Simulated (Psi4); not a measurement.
Psi4 1.11, PBE/def2-svp: Ga(Br)(NH2)2 ([NH2][Ga]([NH2])[Br]), 8 atoms. The geometry is a generated start, not checked to be a minimum at this level.

```yaml
task: energy
method: pbe
basis: def2-svp
memory: 3 GB
maxiter: 100
keys_of_the_molecule_block: symmetry c1
scf_type: df (default)
e_convergence: 1e-06 (default)
d_convergence: 1e-06 (default)
dft_radial_points: 75 (default)
dft_spherical_points: 302 (default)
basis_functions: 112
grid_points: 172709
```

```xyz
8

Ga     0.4335    -0.0610    -0.1643
Br     2.5286    -0.3721    -0.9665
N      0.0631    -0.7764     1.4730
H      0.5844    -1.5735     1.8167
H     -0.8787    -0.8161     1.8368
N     -0.6346     1.1055    -1.0719
H     -1.6226     1.1864    -0.8705
H     -0.4736     1.3070    -2.0534
```

With the defaults (diis = true, scf_initial_accelerator = adiis, damping_percentage = 0, guess = auto, which took SAD, diis_max_vecs = 10, level_shift = 0, level_shift_cutoff = 0.01) it converges in 12 SCF iterations. One run each on 2 threads, with these changes:
- scf_initial_accelerator = none
- guess = huckel
- diis_max_vecs = 6
- guess = gwh
- level_shift = 0.5, level_shift_cutoff = 0.001
- diis = false, scf_initial_accelerator = none, damping_percentage = 60
- guess = sapgau
- guess = sap
- scf_initial_accelerator = ediis

Question: Name the settings that don't reach the solution of the defaults.

Answer: No convergence: diis = false, scf_initial_accelerator = none, damping_percentage = 60 (the run ends without SCF convergence in 100 iterations). The rest reach the solution of the defaults.

```
setting                                                                SCF iterations             end
---------------------------------------------------------------------  --------------  --------------
guess = huckel                                                                     11   same solution
guess = sapgau                                                                     11   same solution
the defaults                                                                       12   same solution
guess = sap                                                                        12   same solution
scf_initial_accelerator = ediis                                                    12   same solution
level_shift = 0.5, level_shift_cutoff = 0.001                                      12   same solution
scf_initial_accelerator = none                                                     12   same solution
diis_max_vecs = 6                                                                  13   same solution
guess = gwh                                                                        16   same solution
diis = false, scf_initial_accelerator = none, damping_percentage = 60             100  no convergence
```

2 further runs of the study ended by our limits or in an error and are left out.
